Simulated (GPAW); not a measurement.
Input and output of a self-consistent single point for CoSi (P2_13, 8 atoms in the cell) (GPAW).

Method: LDA (Perdew-Wang 92), GPAW PAW datasets LDA (gpaw-data 1.0.1) (plane waves; GPAW 25.7.0).

```
CoSi
1.0
    4.42301     0.00000     0.00000
    0.00000     4.42301     0.00000
    0.00000     0.00000     4.42301
Co Si
4 4
Cartesian
  3.77769   2.85682   1.56619
  2.85682   1.56619   3.77769
  1.56619   3.77769   2.85682
  0.64532   0.64532   0.64532
  0.69238   1.51913   2.90388
  1.51913   2.90388   0.69238
  2.90388   0.69238   1.51913
  3.73063   3.73063   3.73063
```

Reference input (self-consistent single point, DFT PBE, plane waves, GPAW PAW datasets PBE (gpaw-data 1.0.1)): mode = pw; ecut = 800 eV; xc = PBE; kpts = 9 9 9; mesh shift (steps) = 0 0 0; occupations.name = methfessel-paxton; occupations.width = 0.272 eV; occupations.order = 0; nbands = -14; convergence.forces = 0.001 eV/Å; symmetry.symmorphic = false; symmetry.tolerance = 0.0005. This run's input differs from it in these lines:

```diff
@@ -19,3 +19,3 @@
 calc = GPAW(mode={'name': 'pw', 'ecut': 800},
-            xc='PBE',
+            xc='LDA',
             kpts=(9, 9, 9),
```

Its files differ too (potentials: GPAW PAW datasets LDA (gpaw-data 1.0.1)).

The program printed (abridged):

```
     iter     time        total  log10-change:
                         energy   eigst   dens  force
iter:   1 --:--:--   -68.118912
iter:   2 --:--:--   -68.001716   +0.00  -1.19
iter:   3 --:--:--   -67.669850   -0.61  -1.24
iter:   4 --:--:--   -67.899890   -0.78  -1.32
iter:   5 --:--:--   -67.948704   -0.83  -1.52
iter:   6 --:--:--   -67.658632   -2.64  -1.65
iter:   7 --:--:--   -67.441257   -1.52  -1.79
iter:   8 --:--:--   -67.442468   -3.05  -2.55
iter:   9 --:--:--   -67.437505c  -3.49  -2.58
iter:  10 --:--:--   -67.437334c  -4.41  -3.00
iter:  11 --:--:--   -67.437338c  -4.80  -3.56
iter:  12 --:--:--   -67.437331c  -5.82  -3.68
iter:  13 --:--:--   -67.437306c  -5.51  -3.72
iter:  14 --:--:--   -67.437306c  -6.02  -3.84
iter:  15 --:--:--   -67.437306c  -5.73  -4.04c
iter:  16 --:--:--   -67.437301c  -6.76  -4.03c
iter:  17 --:--:--   -67.437300c  -6.75  -4.35c
iter:  18 --:--:--   -67.437301c  -7.53c -4.72c
iter:  19 --:--:--   -67.437302c  -7.49c -4.70c -3.42c
Converged after 19 iterations.

Dipole moment: (-0.000000, -0.000000, -0.000000) |e|*Ang

Energy contributions relative to reference atoms: (reference = -182787.919548)

Kinetic:        +67.540674
Potential:      -48.842273
External:        +0.000000
XC:             -85.763996
Entropy (-ST):   -0.078913
Local:           -0.332250
SIC:             +0.000000
--------------------------
Free energy:    -67.476758
Extrapolated:   -67.437302

Showing only first 2 kpts
 Kpt  Band  Eigenvalues  Occupancy
  0    24     11.58268    1.40346
  0    25     11.58268    1.40346
  0    26     11.58268    1.40346
  0    27     14.11961    0.00000

  1    24     11.41386    1.84062
  1    25     11.54409    1.53462
  1    26     11.84109    0.41554
  1    27     13.67713    0.00000

Fermi level: 11.68450

No gap
   [... lines left out ...]
  2 Co    0.05653    0.05653   -0.05653
  3 Co   -0.05653   -0.05653   -0.05653
  4 Si    0.05635   -0.05635    0.05635
  5 Si   -0.05635    0.05635    0.05635
  6 Si    0.05635    0.05635   -0.05635
  7 Si   -0.05635   -0.05635   -0.05635

Stress tensor:
     0.061787     0.000000     0.000000
     0.000000     0.061787    -0.000000
     0.000000    -0.000000     0.061787
Stress (GPa, Voigt): [ 9.8994  9.8994  9.8994 -0.      0.      0.    ]
```

The run converged in 19 iterations. GPAW prints stress with tension positive. Against the reference run the pressure goes from 2.86 to -9.90 GPa and the largest force goes from 0.023 to 0.098 eV/Å.

The starting cell comes from a database of computed structures (which also holds hypothetical and non-ambient phases and stackings), without a prior relaxation at this level. Its lattice was rescaled by a random factor within 2.5 % of one. Spin polarisation is off. With a pressure of about -10 GPa the cell is away from its equilibrium volume at this level.

Cost on one core of a shared machine: roughly 4 min.
